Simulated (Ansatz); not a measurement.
**Al₂Cu (I4/mcm, No. 140): cohesive energy by level of theory**

No measured value is used here.

| level (code) | value (eV/atom) | cell (Å³/atom) |
|---|---|---|
| LDA (Ansatz) | 4.38 | 14.04 |
| PBE (Ansatz) | 3.63 | 14.91 |
| PBEsol (Ansatz) | 4.07 | 14.45 |
| PBEsol-D3(BJ) (Ansatz) | 4.46 | 13.90 |
| r²SCAN-D4 (Ansatz) | 4.00 | 14.22 |
| HSE06 (Ansatz) | 3.46 | 14.76 |
| PBE0 (Ansatz) | 3.45 | 14.72 |

HSE06, PBE0: the run has no spin polarisation, so it can have missed a magnetic state. Each level is taken at its own relaxed cell. Cutoffs and k meshes differ between the levels. Ansatz's density-functional and Hartree–Fock values are scalar-relativistic unless marked +SOC, with PAW data made under PBE.

Ansatz is an electronic-structure program.
